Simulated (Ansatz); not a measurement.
A self-consistent single point of the (110) slab of Sb (cut from a parent of space group no. 229; 4 atoms in the cell) with Ansatz (a quantum-chemistry and plane-wave program).

Method: LDA (PW92), default PAW files made with PBE (plane waves; Ansatz).

The change in words: vacuum of 5 angstrom (first run: 14 Å). Reference geometry:
```
CELL_PARAMETERS angstrom
      3.22505     0.00000     0.00000
     -4.30007     3.04061     0.00000
      0.00000     0.00000    21.89978
ATOMIC_POSITIONS crystal
  Sb 0.00000 0.25000 0.31964
  Sb 0.00000 0.75000 0.43988
  Sb 0.00000 0.25000 0.56012
  Sb 0.00000 0.75000 0.68036
```

Reference input (self-consistent single point, DFT, LDA (PW92), plane waves, default PAW files made with PBE): basis.ecutwfc = 420 eV; kpoints.mp_grid.grid = 10 10 1; hamiltonian.xc = lda; hamiltonian.pseudopotentials = {kind: paw} (the program's default PAW files); scf.occupations.method = gaussian; scf.occupations.width = 0.1 eV. This run's input differs from it in these lines:

Ansatz 0.2 input:
```diff
@@ -4,8 +4,8 @@
     - [-4.30006600, 3.04060600, 0.00000000]
-    - [0.00000000, 0.00000000, 21.89978300]
+    - [0.00000000, 0.00000000, 12.89977700]
   atoms:
-    - { symbol: Sb, position_ang: [-1.07501650, 0.76015150, 7.00000284] }
-    - { symbol: Sb, position_ang: [-3.22504950, 2.28045450, 9.63329845] }
-    - { symbol: Sb, position_ang: [2.15003250, 0.76015150, 12.26648455] }
-    - { symbol: Sb, position_ang: [-0.00000050, 2.28045450, 14.89978016] }
+    - { symbol: Sb, position_ang: [2.15003250, 0.76015150, 2.50000258] }
+    - { symbol: Sb, position_ang: [-3.22504950, 2.28045450, 5.13329856] }
+    - { symbol: Sb, position_ang: [-1.07501650, 0.76015150, 7.76647844] }
+    - { symbol: Sb, position_ang: [-0.00000050, 2.28045450, 10.39977442] }
 basis:
```

The program printed (abridged):

```
SCF iter   1: F=—  HF=-25341.861155 eV  |F-HF|=—  |Δ(HF+E_count)|=         —  Δρ=6.44e-3  dr2=4.64e-2  ethr=1.77e-3  ⟨swp⟩=8.6  Hψ=4954  notcnv=0
all-band conjugate gradients solve this SCF's bands
preconditioner: auto → LDOS
SCF iter   2: F=—  HF=-25341.848860 eV  |F-HF|=—  |Δ(HF+E_count)|=   1.23e-2  Δρ=1.53e-3  dr2=3.30e-3  ethr=7.74e-5  ⟨swp⟩=2.3  Hψ=2276  notcnv=0  defer=3
   [... lines left out ...]
SCF iter   4: F=—  HF=-25341.847511 eV  |F-HF|=—  |Δ(HF+E_count)|=   3.94e-4  Δρ=3.30e-4  dr2=1.10e-4  ethr=2.19e-6  ⟨swp⟩=2.0  Hψ=1641  notcnv=0  defer=3
SCF iter   5: F=—  HF=-25341.847458 eV  |F-HF|=—  |Δ(HF+E_count)|=   5.28e-5  Δρ=6.68e-5  dr2=5.44e-6  ethr=1.83e-7  ⟨swp⟩=2.0  Hψ=1993  notcnv=0  defer=3
SCF iter   6: F=—  HF=-25341.847469 eV  |F-HF|=—  |Δ(HF+E_count)|=   1.07e-5  Δρ=1.18e-5  dr2=2.11e-7  ethr=9.07e-9  ⟨swp⟩=2.0  Hψ=1989  notcnv=0  defer=3
SCF iter   7: F=-25341.847469 eV  HF=-25341.847469 eV  |F-HF|=1.15e-8  |Δ(HF+E_count)|=   4.15e-8  Δρ=2.51e-6  dr2=1.40e-8  ethr=1.67e-10  ⟨swp⟩=8.4  Hψ=4754  notcnv=0
SCF 1 converged in 7 iterations: F = -25341.847469 eV  dr2 = 1.40e-8
Free energy (F): -25341.847469 eV
Internal energy: -25341.833943 eV  (E = F + TS)
E sigma→0 (E₀):  -25341.840706 eV
Entropy (-TS):   -0.013526 eV (-3.381 meV/atom)
Fermi energy:    8.820764 eV
--- Forces (eV/Å), atoms counted from 1 ---
  atom   1  Sb     0.00000000     0.00000000     0.23083575
  atom   2  Sb     0.00000000    -0.00000000    -0.50856585
  atom   3  Sb     0.00000000    -0.00000000     0.50856585
  atom   4  Sb    -0.00000000     0.00000000    -0.23083575
--- Stress (GPa, compression-positive) ---
       -2.790635      -0.326268       0.000000
       -0.326268      -3.021342      -0.000000
        0.000000      -0.000000      -1.651864
  P = ⅓ Tr σ = -2.4879 GPa (-24.879 kbar)
  The stress holds the Pulay correction. Without it, at fixed plane waves, as pw.x and ABINIT print it: P = -2.5222 GPa
```

The run converged in 7 iterations. Against the reference run the free energy drops by 2.3 meV/atom and the largest force goes from 0.541 to 0.509 eV/Å.

The starting cell comes from a database of computed structures (which also holds hypothetical and non-ambient phases and stackings), without a prior relaxation at this level. The slab is cut from that crystal, and its faces are unrelaxed. Its lattice was rescaled by up to half a per cent. Spin-orbit coupling is off.
